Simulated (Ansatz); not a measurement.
**A15 Mo₃Si**

These are PBE (Ansatz, a quantum-chemistry and plane-wave program, PAW) values and carry that method's errors.

Run with plane-wave cutoff 520 eV, 14×14×14 k mesh, Fermi–Dirac smearing 0.056 eV (set by the program), no spin polarisation, scalar-relativistic PAW data made under PBE.

Cell: measured lattice: a = 4.889 Å, b = 4.889 Å, c = 4.889 Å, α = 90.00°, β = 90.00°, γ = 90.00°.

For A15 Mo₃Si, the elastic constant C11 is 485 GPa and the elastic constant C12 comes out as 147 GPa. The elastic constant C44 comes out as 115 GPa and the voigt–Reuss–Hill bulk modulus is 260 GPa. The voigt–Reuss–Hill shear modulus (Hill average) comes out as 135 GPa, the Young modulus comes out as 344 GPa and the Poisson ratio is 0.279.

Note: the cell isn't this level's own, so it is under some stress, which shifts stiffness and frequencies.

Elastic constants are with the ions relaxed.

Computed values are for the static lattice.
